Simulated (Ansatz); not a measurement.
Start from Al₂Cu (space group I4/mcm, No. 140; a = 6.0594 Å, c = 4.8739 Å). Axes: x, y, z lie along a, b, c of the conventional cell.

All numbers come from PBE (Ansatz, a quantum-chemistry and plane-wave program, PAW, no spin-orbit coupling), earlier PAW set.

Base values:

Pressure: 0.0 GPa

The change: compressive biaxial strain of 3.64 % in the plane normal to [001], as in epitaxy on a mismatched substrate; the out-of-plane cell vector and the atoms relax.

How does this affect the energy relative to the base and pressure?

The energy goes up by 25 meV/atom; the pressure (mean of the normal stresses, compression positive) goes from zero to 4.7 GPa.

Without a gap, meshes like the base's 12×12×12 leave anisotropic stresses uncertain by several tenths of a GPa, and small strain energies with them. Stability against distortions was not tested. All final runs are without spin polarisation.
